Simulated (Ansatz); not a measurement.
Li3OBr (Pm-3m, No. 221, 5 atoms in the cell; start mp-28593) was calculated with G0W0@PBEsol (Ansatz, a program for electronic structure, hard PAW, contour deformation).

The cell is the one relaxed with PBEsol. Conventional cell: a = 3.9374 Å, b = 3.9374 Å, c = 3.9374 Å, α = 90.00°, β = 90.00°, γ = 90.00°.

One run with a 8×8×8 mesh, response cutoff 100 eV and 255 empty bands, not extrapolated in mesh or basis; no spin–orbit coupling.

Highest filled and lowest empty level by k point (fractions of the reciprocal vectors of the cell (3.937 -0.000 0.000) (-0.000 3.937 0.000) (0.000 0.000 3.937) Å; eV from the valence maximum of each method):

```csv
k,PBEsol filled,PBEsol empty,QP filled,QP empty
0 0 0,-0.42,4.52,-0.45,6.48
0 0.125 0.25,-0.43,5.37,-0.46,7.38
0 0.25 0.375,-0.26,5.06,-0.28,7.03
0.125 0.125 0.25,-0.41,5.70,-0.44,7.76
0.125 0.125 0.375,-0.47,5.92,(withheld),(withheld)
0.125 0.25 0.25,-0.35,5.71,(withheld),(withheld)
0.125 0.25 -0.5,-0.28,5.52,-0.32,7.52
0.25 -0.5 -0.5,-0.46,6.61,-0.52,8.66
```

Question: Estimate the withheld levels to about 0.1 eV.

Answer: 
- 0.125 0.125 0.375, QP filled: -0.51
- 0.125 0.125 0.375, QP empty: 8.00
- 0.125 0.25 0.25, QP filled: -0.38
- 0.125 0.25 0.25, QP empty: 7.73

A start named mp-… is a Materials Project structure, which need not be a measured phase.
